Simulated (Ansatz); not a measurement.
The parent structure is SiS$_{2}$ (space group Ibam, No. 72; a = 5.803 Å, b = 9.892 Å, c = 5.546 Å; made of chains).

Method: plane-wave PAW DFT at the r2SCAN level (Ansatz, a quantum-chemistry and plane-wave program, 500 eV), no spin-orbit coupling.

Base values:

| Property | Result |
|---|---|
| Smallest direct gap | 3.61 eV |
| Density | 1.92 g/cm³ |
| Shortest interatomic distance | 213.4 pm |
| Band gap | 3.31 eV |
| Gap character | indirect, Σ₀–Γ (22 % along) → k = (3/8, 3/8, -3/8) in the run's primitive reciprocal basis |

The change: a hydrostatic pressure of 5 GPa.

Task: What does the calculation give for the smallest direct gap, density, shortest interatomic distance, band gap and gap character after the change?

Result: The smallest direct gap shrinks by 0.285 eV to 3.32 eV; the density grows by 0.553 g/cm³, from 1.92 g/cm³ to 2.48 g/cm³; the shortest interatomic distance falls by 1.8 pm to 211.6 pm; the band gap shrinks by 0.582 eV (3.31 eV → 2.72 eV); the gap character goes from indirect, Σ₀–Γ (22 % along) → k = (3/8, 3/8, -3/8) in the run's primitive reciprocal basis to indirect, Σ₀–Γ (20 % along) → X.

Load acts through the strain it causes; cell and atoms are relaxed under it. Stability against distortions was not tested. Competing high-pressure phases were not computed. No dispersion term is included, though the crystal is made of layers, chains or molecules, so its spacings can come out too wide.
